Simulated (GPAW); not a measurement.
Input and output of a self-consistent single point for HfH2 (I4/mmm, 3 atoms in the cell) (GPAW).

Method of the run: LDA (Perdew-Wang 92), GPAW PAW datasets LDA (gpaw-data 1.0.1) (plane waves; GPAW 25.7.0).

```xyz
3
Lattice="-1.7307 1.7307 2.1448 1.7307 -1.7307 2.1448 1.7307 1.7307 -2.1448" Properties=species:S:1:pos:R:3 pbc="T T T"
Hf     0.0000     0.0000     0.0000
H      1.7307     0.0000     1.0724
H      0.0000     1.7307     1.0724
```

Reference input (self-consistent single point, DFT PBEsol, plane waves, GPAW PAW datasets PBEsol (made by gpaw-setup)): mode = pw; ecut = 800 eV; xc = PBEsol; kpts = 9 9 9; mesh shift (steps) = 0 0 0; occupations.name = methfessel-paxton; occupations.width = 0.136 eV; occupations.order = 0; nbands = -9; convergence.density = 1e-05 e/electron; symmetry.symmorphic = false; symmetry.tolerance = 0.0005. This run's input differs from it in these lines:

```diff
@@ -14,3 +14,3 @@
 calc = GPAW(mode={'name': 'pw', 'ecut': 800},
-            xc='PBEsol',
+            xc='LDA',
             kpts=(9, 9, 9),
```

Its files differ too (potentials: GPAW PAW datasets LDA (gpaw-data 1.0.1)).

Output (repeated stretches shortened):

```
     iter     time        total  log10-change:
                         energy   eigst   dens
iter:   1 --:--:--   -17.705083
iter:   2 --:--:--   -17.619243   -1.56  -1.10
iter:   3 --:--:--   -17.128447   -1.31  -1.13
iter:   4 --:--:--   -17.105616   -3.50  -1.99
iter:   5 --:--:--   -17.098874   -2.85  -2.04
iter:   6 --:--:--   -17.099250c  -4.21  -2.77
iter:   7 --:--:--   -17.098668c  -4.17  -2.80
iter:   8 --:--:--   -17.098612c  -5.89  -3.36
iter:   9 --:--:--   -17.098610c  -6.75  -3.82
iter:  10 --:--:--   -17.098611c  -6.87  -3.92
iter:  11 --:--:--   -17.098611c  -7.70c -4.43
iter:  12 --:--:--   -17.098611c  -9.23c -4.98
iter:  13 --:--:--   -17.098611c  -9.99c -5.02c
Converged after 13 iterations.

Dipole moment: (0.000000, 0.000000, -0.000000) |e|*Ang

Energy contributions relative to reference atoms: (reference = -409665.586405)

Kinetic:        +13.069230
Potential:      -13.078678
External:        +0.000000
XC:             -16.605516
Entropy (-ST):   -0.006413
Local:           -0.480439
SIC:             +0.000000
--------------------------
Free energy:    -17.101817
Extrapolated:   -17.098611

Showing only first 2 kpts
 Kpt  Band  Eigenvalues  Occupancy
  0     5      8.66295    2.00000
  0     6      9.21074    2.00000
  0     7      9.21074    2.00000
  0     8     10.06878    0.00003

  1     5      6.65752    2.00000
  1     6      9.58435    1.61391
  1     7     10.26846    0.00000
  1     8     10.98126    0.00000

Fermi level: 9.66770

No gap
No difference between direct/indirect transitions
Energy (eV): -17.098611

Forces in eV/Ang:
  0 Hf    0.00000    0.00000    0.00000
  1 H     0.00000   -0.00000    0.00000
  2 H     0.00000    0.00000    0.00000

Stress tensor:
     0.027922     0.000000     0.000000
     0.000000     0.027922     0.000000
     0.000000     0.000000     0.028549
Stress (GPa, Voigt): [4.4735 4.4735 4.5741 0.     0.     0.    ]
```

The run converged in 13 iterations. GPAW prints stress with tension positive. Against the reference run the pressure goes from -0.75 to -4.51 GPa.

The starting cell comes from a database of computed structures (which also holds hypothetical and non-ambient phases and stackings), without a prior relaxation at this level. With a pressure of about -5 GPa the cell is away from its equilibrium volume at this level.

Cost on one core of a shared machine: roughly 30 s.
